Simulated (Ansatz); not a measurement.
An Ansatz (a quantum-chemistry and plane-wave program) input (Kohn–Sham DFT with the r2SCAN functional, run in Ansatz with PAW and 500 eV plane waves, no spin-orbit coupling):

Ansatz 0.2 input:
```yaml
crystal:
  lattice:
    - [0, 2.0868634385, 2.0868634385]
    - [2.0868634385, 0, 2.0868634385]
    - [2.0868634385, 2.0868634385, 0]
  atoms:
    - { symbol: H, position: [0, 0, 0] }
    - { symbol: Ti, position: [0.5, 0.5, 0.5] }
basis: { ecutwfc: 500, ecutrho_ratio: 4, xc_grid: 4, fft_grid_basis: typed }
kpoints: { mp_grid: { grid: [19, 19, 19] } }
hamiltonian:
  xc: r2scan
  dispersion: none
  pseudopotentials: { kind: paw }
scf: { occupations: { method: fermi_dirac, width: 0.05 }, convergence: { dr2_threshold: 0.0000000002 } }
output: { forces: true, stress: true }
checkpoint: { write: state.ck, write_every: 1000 }
```

### Question
Which symmetry and how many k-points will the program report, and about how many plane waves at Γ?

### Answer
Space group Fm-3m (ITA 225) with 48 operations, k-points 220 of 6859, and 459 plane waves at Γ.

Whether these cells are dynamically stable was not tested. All final runs are without spin polarisation. An odd electron count without spin: TiH. The cell was made from TiC by this change: C → H; the result is a model cell, its experimental status unchecked. TiH has a high density of states at the Fermi level and may be magnetic at this level.
